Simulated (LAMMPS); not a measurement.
MD of W (bcc) at zero pressure, 1024 atoms, as a liquid; each row is its own run.

Model: classical MD, pair style meam, file library.meam (library.meam-W), run in LAMMPS.

```csv
T (K),volume (Å³/atom)
2960,19.254
3330,19.480
4060,20.047
4620,20.510
5170,21.029
```

Problem. Fit a straight line, y = a + b x, to these rows (x is the first column, y the second) and predict the run at x = 3700.

Solution. Least squares gives a = 16.828 and b = 0.0008035. At x = 3700 the fit predicts 19.800 Å³/atom. The run itself gave 19.76 ± 0.01 Å³/atom, so the fit is 0.22 % high.

Caution: the potential MEAM library.meam-W is a first-neighbour MEAM set with a 4 Å cutoff, used here without a parameter file and away from the static properties it was fitted to.

Caution (rows 2960; 3330): this liquid lies under the measured melting point of 3695 K, so it is undercooled or the potential melts low.

Caution: a run this short can hold a crystal over, or a liquid under, the potential's own melting point, which these runs don't give.
